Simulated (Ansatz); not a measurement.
Consider ZnS in the wurtzite structure (space group P6_3mc, No. 186; a = 3.845 Å, c = 6.306 Å).

Level of theory: PBE in Ansatz (plane waves to 420 eV, PAW, no SOC).

Base values:

```
Item                                 Result
---------------------  --------------------
Valence-band top at Γ  0.00, 0.00, -0.07 eV
```

Now apply this change: every lattice vector is shortened by 2.37 %, atoms relaxed at fixed cell.

What does the calculation give for the valence-band top at Γ after the change?

The valence-band top at Γ (three highest levels, from the VBM) goes from 0.00, 0.00, -0.07 eV to 0.00, 0.00, -0.09 eV.

What does the calculation give for the mean gap deformation potential ΔEg/Δln V after the change?

The mean gap deformation potential ΔEg/Δln V amounts to -4.5 eV.

The cells carry an imposed strain or load. Whether these cells are dynamically stable was not tested.

Ansatz is a first-principles code.
